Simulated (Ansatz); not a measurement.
## Si vacancy + Mg on the Si site (silicon host)

These are PBE, PAW (plane waves to 420 eV; Ansatz, a program for electronic structure) values and carry that method's errors. A 2×2×2 supercell of 64 sites was used; the energies come from a 2×2×2 shifted sampling of its zone. Sites at the start: the Si site; Si 2.37 Å away. Charged cells carry a point-charge image correction with potential alignment at far atoms. Dielectric constants: PBE linear response of the host. Host gap at this level: 0.61 eV. These values are not converged in cell size to better than tenths of an eV. PBE underestimates the host's gap, which shifts levels and can delocalise carriers. Spin–orbit coupling is left out. Each state is the lowest found from its start.

Formation energies E_f are given with the Fermi level at the valence-band maximum. Chemical conditions: impurity bounded by its compound with the host (Δμ(Si) = 0.00 eV, Δμ(Mg) = -0.24 eV, bounded by antifluorite Mg2Si; only phases computed here count, gases as isolated molecules at 0 K). Reference phases: Mg: hcp Mg, Si: silicon.

| charge | moment (μB) | point group | largest move off a lattice site (Å) | image correction with alignment (eV) | E_f, impurity bounded by its compound with the host (eV) | above the lowest spin state (eV) |
|---|---|---|---|---|---|---|
| +1† | quenched | – | 1.18 | -0.11 | – | 0.00 |
| 0† | fractional | – | 1.19 | 0.00 | 3.59 | 0.00 |
| 0 | not spin-polarised | near D3d | 1.17 | 0.00 | 3.59 | 0.00 |
| −1† | fractional | – | 1.18 | 0.32 | – | 0.00 |
| −1† | fractional | – | 1.18 | 0.32 | – | 0.00 |
| −2† | not spin-polarised | – | 1.18 | 0.85 | – | 0.00 |

† Not settled in this cell, so no level is given: charge +1: a level filled in part, carriers not clearly localised, level within 0.1 eV of a band edge or past it; charge 0: fractional moment; charge −1: fractional moment, a level filled in part, carriers not clearly localised; charge −2: a level filled in part, carriers not clearly localised, level within 0.1 eV of a band edge or past it.

Point groups are those of the whole cell at tolerances of 0.03 and 0.1 Å ("near" where only the looser one holds); none is given for unsettled states.

Starting moments that weren't kept: charge +1 began with 1 μB and ended with 0.0; charge 0 began with 2 μB and ended with 0.5; charge −1 began with 1 μB and ended with 0.3; charge −1 began with 3 μB and ended with 0.3.

Flagged in the runs: a strain field that reaches the edge of the cell.

All states together cost around 80 core-minutes (rough).
